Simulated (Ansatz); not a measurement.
A hypothetical phase is included: elements placed on a structure type, which no database files for this compound.

Tunnelling through a barrier is set by its complex band structure: the current falls as exp(−2κd) with the smallest κ.

Input:

```yaml
crystal:
  lattice:
    - [2.68881, 0.00000, 0.00000]
    - [0.00000, 9.27449, 0.00000]
    - [0.00000, 0.00000, 4.64976]
  atoms:
    - { symbol: Si, position: [0.75000, 0.50000, 0.75000] }
    - { symbol: Si, position: [0.75000, 0.00000, 0.25000] }
    - { symbol: Si, position: [0.25000, 0.50000, 0.25000] }
    - { symbol: Si, position: [0.25000, 0.00000, 0.75000] }
    - { symbol: O, position: [0.75000, 0.09871, 0.58336] }
    - { symbol: O, position: [0.75000, 0.40129, 0.08336] }
    - { symbol: O, position: [0.25000, 0.90129, 0.41664] }
    - { symbol: O, position: [0.25000, 0.59871, 0.91664] }
    - { symbol: O, position: [0.75000, 0.59871, 0.41664] }
    - { symbol: O, position: [0.75000, 0.90129, 0.91664] }
    - { symbol: O, position: [0.25000, 0.40129, 0.58336] }
    - { symbol: O, position: [0.25000, 0.09871, 0.08336] }
```

The cell was relaxed by PBE-D3(BJ); by r2SCAN it stands under a pressure of -4.8 GPa.

Transport runs along the normal of the first two printed cell vectors.

The gap is the functional's own. No spin-orbit coupling. Mid-gap values are those at the computed energy nearest the middle.

Problem. Give the band gap and the smallest decay constant κ at mid-gap that r2SCAN in Ansatz (an electronic-structure program) yields.

Solution. Gap 6.97 eV on a 12×4×8 mesh; κ = 0.426 1/Å, at the zone centre.
